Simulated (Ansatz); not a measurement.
Start from InP in the zinc blende structure (space group F-43m, No. 216).

```yaml
crystal:
  lattice:
    - [0.00000, 2.95366, 2.95366]
    - [2.95366, 0.00000, 2.95366]
    - [2.95366, 2.95366, 0.00000]
  atoms:
    - { symbol: P, position: [0.75000, 0.75000, 0.75000] }
    - { symbol: In, position: [0.00000, 0.00000, 0.00000] }
```

Cartesian axes are those of the cell as printed.

Computed with r2SCAN, PAW, 500 eV (Ansatz, a program for electronic structure; no SOC), earlier PAW set.

Strains are applied to the cell and any free atomic positions relax; under biaxial strain the out-of-plane vector relaxes too.

One change was made to it. Results:

The band gap drops by 0.125 eV to 0.90 eV; the gap character is still direct at Γ.

Question: Name the change that was made.
(A) tensor shear ε_xy = −1.59 %
(B) tensor shear ε_yz = −0.50 %
(C) isotropic strain −4.11 %
(D) isotropic strain −2.32 %
(E) biaxial strain −1.70 %, plane normal [111], relaxed out of plane

Answer: A, tensor shear ε_xy = −1.59 %. For comparison, the band gap in the other runs: tensor shear ε_yz = −0.50 % gives 0.99 eV; isotropic strain −2.32 % gives 1.43 eV; biaxial strain −1.70 %, plane normal [111], relaxed out of plane gives 1.07 eV; isotropic strain −4.11 % gives 1.75 eV.

Whether these cells are dynamically stable was not tested. k-point labels follow each cell's own Brillouin zone.
